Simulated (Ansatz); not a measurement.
Abridged Ansatz (a program for electronic structure) output:

```
Relaxation: its limit of steps is 50 (relax.max_steps)
Pseudopotential: Nb, paw, valence charge 13
Crystal: 1 atoms, lattice volume = 19.840 Å³
Basis set: ecut = 420 eV, 381 PW (Γ), exchange–correlation on 40×40×40 points (8 copies of the dense FFT grid, shifted against one another)
Bands: 11, of which v1, the nominal top of the filled ones, is band 7 counted from 1 (6 counted from 0)
Symmetry: 48 space group operations
k-points: 624 of 21952
Functional: x = pbe(κ = 0.804, μ = 0.2195149727645171), c = pbe(β = 0.06672455060314922)
SCF iter   1: F=—  HF=-4552.237088 eV  |F-HF|=—  |Δ(HF+E_count)|=         —  Δρ=2.14e-3  dr2=8.26e-4  ethr=1.77e-3  ⟨swp⟩=5.0  Hψ=39988  notcnv=0
SCF iter   2: F=—  HF=-4552.236954 eV  |F-HF|=—  |Δ(HF+E_count)|=   1.34e-4  Δρ=9.55e-4  dr2=8.91e-5  ethr=6.35e-6  ⟨swp⟩=2.6  Hψ=15467  notcnv=0
SCF 1 converged in 6 iterations: F = -4552.236975 eV  dr2 = 3.45e-11
relax step   1: F+E_penalty+E_count = -4552.23697472 eV  Δ(F+E_penalty+E_count) = +0.000e0 eV  max|allowed force component| = 0.000e0 eV/Å  Δτ_max = 0.0000 Å  (6 SCF iters, accepted)
SCF converged after 6 iterations
Free energy (F): -4552.236975 eV
Internal energy: -4552.183267 eV  (E = F + TS)
E sigma→0 (E₀):  -4552.210121 eV
Entropy (-TS):   -0.053708 eV (-53.708 meV/atom)
Fermi energy:    15.889713 eV
--- Forces (eV/Å), atoms counted from 1 ---
  atom   1  Nb    -0.00000000     0.00000000     0.00000000
--- Stress (GPa, compression-positive) ---
      -12.689692       0.000000       0.000000
        0.000000     -12.689692       0.000000
       -0.000000      -0.000000     -12.689692
  P = ⅓ Tr σ = -12.6897 GPa (-126.897 kbar)
--- Relaxed structure (1 steps of the walk, 1 accepted, 0 SCFs on fresh bases) ---
  atoms:
    - { symbol: Nb, position: [0.0, 0.0, 0.0] }
```

Problem. What was computed, and what are the main results?

Solution. Nb, 1 atom in the cell, with PBE (Ansatz, PAW, no SOC). The last SCF converged to F = -4552.236975 eV, or -4552.2370 eV per atom, at a pressure of -12.69 GPa. The total energy compares only with runs of the same code, potentials and settings.

The cells carry an imposed strain or load. No phonon test of stability was made. All final runs are without spin polarisation. The cell was made from Nb in the bcc (W type) structure (space group Im-3m, No. 229) by this change: isotropic strain +3.00 %.

Keys are those of Ansatz 0.2.
